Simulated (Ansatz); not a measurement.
# How far to go with the k-point mesh: LuF₃ (P3m1, 4 atoms in the cell)

```
LuF3
1.0
    3.82734     0.00000     0.00000
   -1.91367     3.31457     0.00000
    0.00000     0.00000     4.21981
Lu F
1 3
Direct
  0.00000   0.00000   0.51185
  0.33333   0.66667   0.60999
  0.66667   0.33333   0.39001
  0.00000   0.00000   0.00000
```

Method: PBEsol, default PAW files made with PBE (plane waves; Ansatz, a program for electronic structure).

Base settings: basis.ecutwfc = 420 eV; kpoints.mp_grid.grid = 8 8 6; hamiltonian.xc = pbesol; hamiltonian.pseudopotentials = {kind: paw} (the program's default PAW files); scf.occupations.method = fixed.

The second cell is the first with its lattice scaled by 0.98.

Only quantities that move along the ladder and can be compared are tabulated.

The count of work is k-points × plane waves × bands × iterations; it is no time. Core times come from one kind of shared machine, to one figure; runs under 30 s give none.

The starting cell comes from a database of computed structures (which also holds hypothetical and non-ambient phases and stackings), without a prior relaxation at this level. Its lattice was rescaled by up to half a per cent. One atom was moved a little off its site on purpose. Spin-orbit coupling is off. In the base run, with a pressure of about 4 GPa the cell is away from its equilibrium volume at this level. Ansatz's pressure includes its estimate of the finite-basis (Pulay) stress.

```csv
kpoints.mp_grid.grid,free energy less the last step's (meV/atom),energy of the compressed cell less the first (meV/atom),pressure (GPa),largest difference of a force vector from the last step's (eV/Å),gap on the mesh (eV),count of work / last,core time / last (rough)
2 2 2,36.86,43.46,4.45,0.061,6.737,0.0049,–
3 3 2,19.17,41.11,3.99,0.017,6.623,0.0073,–
3 3 3,1.34,39.34,3.57,0.001,6.619,0.0085,–
4 4 3,1.34,39.35,3.58,0.002,6.728,0.011,–
4 4 4,0.17,39.02,3.54,0.000,6.728,0.016,–
5 5 4,0.12,39.02,3.54,0.000,6.668,0.021,–
6 6 5,0.01,39.05,3.53,0.000,6.619,0.033,–
7 7 6,-0.05,39.12,3.53,0.000,6.660,0.055,–
8 8 6,0.00,39.09,3.53,0.000,6.642,0.069,–
9 9 7,-0.02,39.10,3.53,0.000,6.619,0.084,–
10 10 8,-0.01,39.07,3.53,0.000,6.639,0.11,–
11 11 8,-0.01,39.05,3.53,0.000,6.632,0.13,–
12 12 9,-0.01,39.06,3.53,0.000,6.619,0.20,–
13 13 10,0.01,39.05,3.53,0.000,6.631,0.22,0.2
14 14 11,-0.01,39.08,3.53,0.000,6.627,0.27,0.3
16 16 12,-0.01,39.08,3.53,0.000,6.627,0.38,0.4
17 17 14,0.00,39.07,3.53,0.000,6.625,0.56,0.5
19 19 15,-0.01,39.07,3.53,0.000,6.624,0.73,0.7
21 21 17,0.00,39.06,3.53,0.000,6.619,1.0,1
```

Coarsest kpoints.mp_grid.grid that holds the pressure within 0.2 GPa of the last step, with all finer ones: 3 3 3, at 0.0085 of the last step's count of work; the step before is off by 0.46 GPa.

Coarsest kpoints.mp_grid.grid that holds the forces within 0.02 eV/Å of the last step, with all finer ones: 3 3 2, at 0.0073 of the last step's count of work; the step before is off by 0.061 eV/Å.

Coarsest kpoints.mp_grid.grid that holds the free energy within 5 meV/atom of the last step, with all finer ones: 3 3 3, at 0.0085 of the last step's count of work; the step before is off by 19 meV/atom.

The energy difference between the two cells stays within 1 meV/atom of the last step's from 3 3 3 on, the total only from 4 4 4 on: much of the error is common to both cells and cancels.

The gap on the mesh jumps up and down from mesh to mesh; it is no smooth measure of convergence.

Keys are those of Ansatz 0.2.
